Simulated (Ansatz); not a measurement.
The parent structure is Rh in the fcc (Cu type) structure (space group Fm-3m, No. 225; a = 3.7800 Å).

Method: PBEsol in Ansatz (plane waves to 420 eV, PAW, no SOC).

Before the change:

- Lattice parameter a: 3.780 Å

One thing is altered: every Rh is replaced by Sb; the structure is relaxed again.

Question: Estimate the effect on the lattice parameter a.

Answer: The lattice parameter a goes up by 0.935 Å, from 3.780 Å to 4.715 Å.

No phonon test of stability was made. All final runs are without spin polarisation. This is not the structure that Sb has at room temperature and ambient pressure.

Ansatz is a quantum-chemistry and plane-wave program.
